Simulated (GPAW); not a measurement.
## GPAW run on InO (P6_3mc, 4 atoms in the cell): self-consistent single point

Computed with LDA (Perdew-Wang 92), GPAW PAW datasets LDA (gpaw-data 1.0.1) (plane waves; GPAW).

This input was run:

```python
from ase import Atoms
from ase.units import GPa
from gpaw import GPAW, PW, FermiDirac

atoms = Atoms(['In', 'In', 'O', 'O'],
              cell=[[3.689830, 0.000000, 0.000000],
                    [-1.844915, 3.195487, 0.000000],
                    [0.000000, 0.000000, 6.086070]],
              scaled_positions=[[0.333333, 0.666667, 0.000750],
                                [0.666667, 0.333333, 0.500750],
                                [0.333333, 0.666667, 0.374260],
                                [0.666667, 0.333333, 0.874260]],
              pbc=True)

calc = GPAW(mode=PW(900),
            xc='LDA',
            kpts={'size': (10, 10, 6), 'gamma': True},
            occupations=FermiDirac(0.1),
            nbands=-10,
            symmetry={'symmorphic': False, 'tolerance': 0.0005},
            maxiter=120)

atoms.calc = calc

energy = atoms.get_potential_energy()
print('Energy (eV):', round(energy, 6))
forces = atoms.get_forces()
print('Forces (eV/Ang):')
print(forces.round(5))
stress = atoms.get_stress()
print('Stress (GPa, Voigt):', (stress / GPa).round(4))
```

The program printed (abridged):

```
Input parameters:
  kpts: {gamma: True,
         size: (10, 10, 6)}
  maxiter: 120
  mode: {ecut: 900.0000000000001,
         name: pw}
  nbands: -10
  occupations: {fixmagmom: False,
                name: fermi-dirac,
                width: 0.1}
  symmetry: {symmorphic: False,
             tolerance: 0.0005}

species:
  In:
    name: Indium
    Z: 49.0
    valence: 13
    core: 36
    charge: 0.0
    file: In.LDA.gz

    # Using partial waves for In as LCAO basis

  O:
    name: Oxygen
    Z: 8.0
    valence: 6
    core: 2
    charge: 0.0
    file: O.LDA.gz

    # Using partial waves for O as LCAO basis

Reference energy: -323724.396980  # eV

Spin-paired calculation

Convergence criteria:
 Maximum [total energy] change in last 3 cyles: 0.0005 eV / valence electron
 Maximum integral of absolute [dens]ity change: 0.0001 electrons / valence electron
 Maximum integral of absolute [eigenst]ate change: 4e-08 eV^2 / valence electron
 Maximum number of scf [iter]ations: 120

Symmetries present (total): 12
Symmetries with fractional translations: 6
600 k-points: 10 x 10 x 6 Monkhorst-Pack grid + [1/20,1/20,1/12]
56 k-points in the irreducible part of the Brillouin zone
       k-points in crystal coordinates                weights
   0:     0.00000000    0.00000000    0.00000000          1/600
   1:     0.00000000    0.00000000    0.16666667          2/600
   2:     0.00000000    0.00000000    0.33333333          2/600
   [... 7 lines left out ...]
          ...
  55:     0.50000000    0.50000000    0.50000000          3/600

Wave functions: Plane wave expansion
  Cutoff energy: 900.000 eV
  Number of coefficients (min, max): 4360, 4430
  Pulay-stress correction: 0.000000 eV/Ang^3 (de/decut=0.000000)

Occupation numbers: Fermi-Dirac:
  width: 0.1000  # eV

Eigensolver

Densities:
  Coarse grid: 27*27*48 grid
  Fine grid: 54*54*96 grid
  Total Charge: 0.000000

Density mixing:
  Method: separate
  Backend: pulay
  Linear mixing parameter: 0.05
  old densities: 5
  Damping of long wavelength oscillations: 50

Hamiltonian:
  XC and Coulomb potentials evaluated on a 54*54*96 grid
  External potential:
    NoExternalPotential

Number of atoms: 4
Number of atomic orbitals: 26
Number of bands in calculation: 29
Number of valence electrons: 38
Bands to converge: occupied

Density initialized from atomic densities
  26 bands from LCAO basis set
  3 bands from random numbers

Atomic positions and initial magnetic moments

Positions:
   0 In    -0.000002    2.130326    0.004565    ( 0.0000,  0.0000,  0.0000)
   1 In     1.844917    1.065161    3.047600    ( 0.0000,  0.0000,  0.0000)
   2 O     -0.000002    2.130326    2.277773    ( 0.0000,  0.0000,  0.0000)
   3 O      1.844917    1.065161    5.320808    ( 0.0000,  0.0000,  0.0000)

Unit cell:
           periodic     x           y           z      points  spacing
  1. axis:    yes    3.689830    0.000000    0.000000    27     0.1184
  2. axis:    yes   -1.844915    3.195487    0.000000    27     0.1184
  3. axis:    yes    0.000000    0.000000    6.086070    48     0.1268

  Lengths:   3.689830   3.689830   6.086070
  Angles:   90.000000  90.000000 119.999996

Effective grid spacing dv^(1/3) = 0.1270

     iter     time        total  log10-change:
                         energy   eigst   dens
iter:   1 --:--:--   -26.050876
iter:   2 --:--:--   -25.020983   -1.34  -1.02
iter:   3 --:--:--   -22.981759   -0.98  -1.09
iter:   4 --:--:--   -22.955131   -2.97  -1.45
iter:   5 --:--:--   -22.843515   -2.72  -1.54
iter:   6 --:--:--   -22.841748   -3.46  -2.54
iter:   7 --:--:--   -22.847490c  -3.37  -2.60
iter:   8 --:--:--   -22.840171c  -3.55  -2.47
iter:   9 --:--:--   -22.840073c  -5.60  -3.48
iter:  10 --:--:--   -22.840057c  -5.65  -3.51
iter:  11 --:--:--   -22.840046c  -6.32  -3.69
iter:  12 --:--:--   -22.840044c  -7.09  -4.06c
iter:  13 --:--:--   -22.840043c  -8.76c -4.36c

Converged after 13 iterations.

Dipole moment: (0.000000, -0.000000, 0.523877) |e|*Ang

Energy contributions relative to reference atoms: (reference = -323724.396980)

Kinetic:        +38.317825
Potential:      -37.688209
External:        +0.000000
XC:             -23.918146
Entropy (-ST):   -0.049773
Local:           +0.473373
SIC:             +0.000000
--------------------------
Free energy:    -22.864930
Extrapolated:   -22.840043

Showing only first 2 kpts
 Kpt  Band  Eigenvalues  Occupancy
  0    17      2.36091    2.00000
  0    18      2.36093    2.00000
  0    19      5.24307    1.99935
  0    20      8.45850    0.00000

  1    17      2.32859    2.00000
  1    18      2.74510    2.00000
  1    19      5.10988    1.99983
  1    20      8.60468    0.00000

Fermi level: 6.04561

No gap
No difference between direct/indirect transitions
Energy (eV): -22.840043

Forces in eV/Ang:
  0 In   -0.00000    0.00000   -0.03006
  1 In    0.00000   -0.00000   -0.03006
  2 O     0.00000    0.00000    0.02921
  3 O     0.00000   -0.00000    0.02921

Stress tensor:
     0.045666    -0.000000     0.000000
    -0.000000     0.045666     0.000000
     0.000000     0.000000     0.044504
Stress (GPa, Voigt): [ 7.3165  7.3165  7.1303  0.      0.     -0.    ]
```

The run converged in 13 iterations. GPAW prints stress with tension positive.

At such cutoffs GPAW's stress carries a finite-basis (Pulay) error, which enters relaxed cells too; its log prints stress with tension positive.

The starting cell comes from a database of computed structures (which also holds hypothetical and non-ambient phases and stackings), without a prior relaxation at this level. The run gives no clean gap (levels at the Fermi energy touch, overlap or are partly filled at this smearing), which alone does not show that the compound is a metal.

Cost on one core of a shared machine: roughly 70 s.
